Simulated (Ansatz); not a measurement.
**cubic KTaO3 (1 1 0) on zinc-blende GaP (1 1 0) (film strained to the substrate, started from cuts of the bulks and a machine-learned relaxation; metallic at this level, with no gap by band count; slabs Ga8P8 and K4Ta4O10, which can lie off the formulas)**

A periodic stack without vacuum, cubic KTaO3 (1 1 0) on zinc-blende GaP (1 1 0) (film strained to the substrate, started from cuts of the bulks and a machine-learned relaxation; metallic at this level, with no gap by band count; slabs Ga8P8 and K4Ta4O10, which can lie off the formulas): substrate slab Ga8P8, film K4Ta4O10, surface cells [[0, -1], [1, -1]] and [[1, 0], [1, 1]], film strained by -3.2 and -3.2 %, outermost planes GaP/GaP and KOTa/KOTa as cut, which need not be the usual terminations and can put a slab off its formula.

The start was prepared with a machine-learned potential, and the result is one local minimum, with the in-plane cell held and forces under 0.04 eV/Å; the film can end far from its bulk form.

The numbers are results of PBE (plane waves to 420 eV, PAW; Ansatz, a first-principles code), not measurements. Scalar-relativistic, without spin–orbit coupling; PBE gaps are too small against experiment. Its k-point mesh 7×4×1, Fermi–Dirac width 0.05 eV.

```
Quantity                                                                                                    Value
--------------------------------------------------------------------------------  -------------------------------
interface area                                                                                            21.5 Å²
period                                                                                                    27.34 Å
heights between the nearest atoms of the two slabs at the two interfaces                          2.25 and 2.25 Å
Ga–K contacts across the interfaces within 1.22 times the sum of covalent radii                    2, mean 3.30 Å
Ga–Ta contacts across the interfaces within 1.22 times the sum of covalent radii                   2, mean 2.99 Å
K–P contacts across the interfaces within 1.22 times the sum of covalent radii                     2, mean 3.23 Å
P–Ta contacts across the interfaces within 1.22 times the sum of covalent radii                    2, mean 2.72 Å
spin-polarised check at this geometry                                             keeps a moment, energy -0.02 eV
```

```yaml
crystal:
  lattice:
    - [3.89387, -0.00053, -0.06783]
    - [3.89322, 5.50578, -0.20628]
    - [-1.44982, 0.68907, 27.36172]
  atoms:
    - { symbol: Ga, position: [0.76737, 0.90766, 0.11637] }
    - { symbol: Ga, position: [0.75462, 0.40620, 0.04840] }
    - { symbol: Ga, position: [0.83914, 0.91061, 0.25907] }
    - { symbol: Ga, position: [0.80577, 0.40947, 0.18925] }
    - { symbol: Ga, position: [0.91111, 0.90988, 0.40138] }
    - { symbol: Ga, position: [0.87511, 0.41074, 0.33156] }
    - { symbol: Ga, position: [0.00101, 0.90701, 0.54224] }
    - { symbol: Ga, position: [0.94482, 0.40830, 0.47428] }
    - { symbol: P, position: [0.49159, 0.14806, 0.04287] }
    - { symbol: P, position: [0.51815, 0.65983, 0.11810] }
    - { symbol: P, position: [0.55444, 0.16005, 0.18755] }
    - { symbol: P, position: [0.58952, 0.66079, 0.26027] }
    - { symbol: P, position: [0.62430, 0.16091, 0.33036] }
    - { symbol: P, position: [0.66147, 0.66045, 0.40309] }
    - { symbol: P, position: [0.69402, 0.16042, 0.47252] }
    - { symbol: P, position: [0.74403, 0.64838, 0.54783] }
    - { symbol: K, position: [0.45644, 0.29109, 0.63013] }
    - { symbol: Ta, position: [0.47328, 0.78719, 0.63984] }
    - { symbol: O, position: [0.96909, 0.78672, 0.64070] }
    - { symbol: K, position: [0.01833, 0.78732, 0.74301] }
    - { symbol: Ta, position: [0.01716, 0.28770, 0.74284] }
    - { symbol: O, position: [0.23810, 0.04633, 0.68593] }
    - { symbol: O, position: [0.73599, 0.52790, 0.68611] }
    - { symbol: O, position: [0.51631, 0.28647, 0.74143] }
    - { symbol: K, position: [0.57021, 0.28734, 0.84763] }
    - { symbol: Ta, position: [0.56912, 0.78775, 0.84778] }
    - { symbol: O, position: [0.79254, 0.53672, 0.79535] }
    - { symbol: O, position: [0.29241, 0.03677, 0.79529] }
    - { symbol: O, position: [0.06966, 0.78655, 0.84918] }
    - { symbol: K, position: [0.12052, 0.79086, 0.96061] }
    - { symbol: Ta, position: [0.12752, 0.28719, 0.95075] }
    - { symbol: O, position: [0.34512, 0.02719, 0.90462] }
    - { symbol: O, position: [0.84697, 0.54592, 0.90463] }
    - { symbol: O, position: [0.62238, 0.28680, 0.94988] }
```
